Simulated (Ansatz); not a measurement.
Results of LDA (PAW; Ansatz, a program for electronic structure) for InSe (C2/m, No. 12, 4 atoms in the cell; start mp-21405; a measured phase of this formula has another space group).

Run with plane-wave cutoff 500 eV, 10×10×8 k mesh (along the axes of the cell as run), gaussian smearing 0.02 eV, scalar-relativistic PAW data made under PBE.

Cell (relaxed at this level):

```xyz
4
Lattice="5.8393 -2.0414 0.1052 5.8393 2.0414 0.1052 -1.6362 0.0000 4.1101" Properties=species:S:1:pos:R:3 pbc="T T T"
In    -0.2606     0.0000     4.0550
In    10.3030     0.0000     0.2655
Se     3.4560     0.0000     1.5825
Se     6.5864     0.0000     2.7381
```

### Question
Predict the band gap.

### Answer

- band gap: 0.52 eV (on the SCF k mesh)

Note: the relaxation could not lower the start's symmetry, so the cell can be a saddle point above a distorted one.

Spin–orbit coupling is not included.

The computed numbers hold no vibrational or temperature effects.

Cost on a shared machine: roughly 7 core-minutes.

A start named mp-… is a Materials Project structure, which need not be a measured phase.
